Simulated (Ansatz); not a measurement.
Amorphous Si$_{24}$Al$_{6}$Y$_{6}$O$_{48}$N$_{12}$, 96 atoms at 3.10 g/cm³, one PBE-relaxed geometry, zone centre. Methods: PBE, scalar-relativistic without spin-orbit coupling (Ansatz, a program for electronic structure); r2SCAN, scalar-relativistic without spin-orbit coupling (Ansatz); HSE06, scalar-relativistic without spin-orbit coupling (Ansatz). Plane waves to 420 eV (r2SCAN 500 eV); exact exchange is cut at the cell's faces. At PBE the levels at the filled edge of the gap are localised (band-tail or defect states), and the nearest spread-out levels lie 3.7 eV apart at the zone centre. All rungs ran without spin polarisation.

A CHGNet melt-quench gave the starting glass, which DFT then relaxed. O and N atoms were pushed apart under 1.9 Å during the dynamics, to hinder bonds among them. The hot cell started wider than the set density and was brought back towards it in steps. It is the lowest in DFT energy of 2 quenches. It is a model cell: composition and starting density were chosen by hand, and all elements were melted together. No dispersion term was used. Its density started from a set value of 3.20 and ended at 3.10 g/cm³. The simulated quench (nominally 570 K/ps over its main leg) is rapid and tends to freeze in more defects than a deposited or slowly cooled glass has. One small periodic cell is one sample of the glass; other quenches scatter about these values. Volume and shape were free in the relaxation.

The relaxation ran on the zone centre alone. At PBE the level gap is 3.28 eV on a 2×2×2 Γ-centred mesh, and the spacing at the zone centre alone 3.28 eV.

Problem. What zone-centre spacing does r2SCAN give, roughly?

Solution. 3.75 eV (+0.48 eV against PBE).

Problem. What zone-centre spacing does HSE06 give, roughly?

Solution. 4.67 eV (+1.40 eV against PBE).

The highest filled and the lowest empty state spread over these numbers of atoms (participation numbers): PBE: 3.4 and 74.8; r2SCAN: 3.6 and 70.6; HSE06: 4.3 and 71.2.
